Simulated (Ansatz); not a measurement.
Start from BeSe in the zinc blende structure (space group F-43m, No. 216; a = 5.082 Å). Axes: x, y, z lie along the cube axes.

Calculations: plane-wave PAW DFT at the LDA level (Ansatz, an electronic-structure program, 420 eV), no spin-orbit coupling.

Perturbation: every lattice vector is stretched by 2.00 %, atoms relaxed at fixed cell.

Predict the stress tensor and what it implies for the stiffness.

Stress of the strained cell less that of the base (GPa, compression positive):
```
  -4.44    0.00    0.00
   0.00   -4.44    0.00
   0.00    0.00   -4.44
```

Then B = −ΔP/(ΔV/V₀) with ΔV/V₀ = 0.0612 gives secant stiffness values (nonlinear terms included at this strain): B ≈ 73 GPa.

As a check, the harmonic strain energy −½ V₀ Δσ:ε is 14 meV/atom; the computed energy rise is 15 meV/atom.

Whether these cells are dynamically stable was not tested.
